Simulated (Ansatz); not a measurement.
Amorphous Si₂₈C₂₈H₂₀

Preparation: random packing, a CHGNet melt and quench, and a DFT relaxation. The hot cell started wider than the set density and was brought back towards it in steps. It is the lowest in DFT energy of 2 quenches. It is a model cell: composition and starting density were chosen by hand, and all elements were melted together. No dispersion term was used.

Methods: PBE, scalar-relativistic without spin-orbit coupling (Ansatz, a program for electronic structure); r2SCAN, scalar-relativistic without spin-orbit coupling (Ansatz); HSE06, scalar-relativistic without spin-orbit coupling (Ansatz). Geometry, pressure, stress and energy are those of the PBE run. Its sampling: a 2×2×2 Γ-centred mesh; Fermi-Dirac width 0.05 eV; no spin polarisation. Other functionals are single points at the zone centre (r2SCAN at 500 eV; exact exchange cut at the cell's faces), free to take moments where seeds were set. So small a spacing is near the smearing width and the bands' dispersion over the mesh, so it is a value of this cell and mesh.

- Number of atoms in the cell: 76
- Density (held, not predicted): 2.20 g/cm³
- Volume per atom: 11.35 Å³
- Pressure on a 2×2×2 Γ-centred mesh: 24.0 kbar
- Largest force and stress component on that mesh (the relaxation ran on one k-point at (1/4, 1/4, 1/4)): 0.18 eV/Å and 4.8 GPa
- Energy relative to 6H silicon carbide + CH4 gas + silicon (lowest mix at this level among the phases computed, not always the ambient ones): 0.506 eV/atom
- Gap on a 2×2×2 Γ-centred mesh (PBE): 0.15 eV
- Gap at the zone centre (PBE): 0.57 eV
- Gap at the zone centre (r2SCAN): 0.65 eV
- Gap at the zone centre (HSE06): 1.01 eV

Neighbours within Si-Si 2.56 Å, Si-C 2.18 Å, Si-H 1.70 Å, C-C 1.80 Å, C-H 1.32 Å, H-H 0.90 Å count as bonded.

* **Mean coordination of Si**: 3.71 (1 with 2, 8 with 3, 17 with 4, 2 with 5)
* **Mean coordination of C**: 3.71 (8 with 3, 20 with 4)
* **Mean coordination of H**: 1.00 (20 with 1)
* **Mean Si-C bond**: 1.895 Å (spread 0.057 Å, 60 counted)
* **Mean Si-Si bond**: 2.413 Å (spread 0.063 Å, 21 counted)

Its density started from a set value of 2.20 g/cm³. The simulated quench (nominally 460 K/ps over its main leg) is rapid and tends to freeze in more defects than a deposited or slowly cooled glass has. One small periodic cell is one sample of the glass; other quenches scatter about these values. The volume was held where the preparation left it, at a PBE pressure of 2.4 GPa. Stress components on the final sampling reach 4.8 GPa. On a 2×2×2 Γ-centred mesh force components of up to 0.18 eV/Å stay, since the relaxation ran on one k-point at (1/4, 1/4, 1/4).
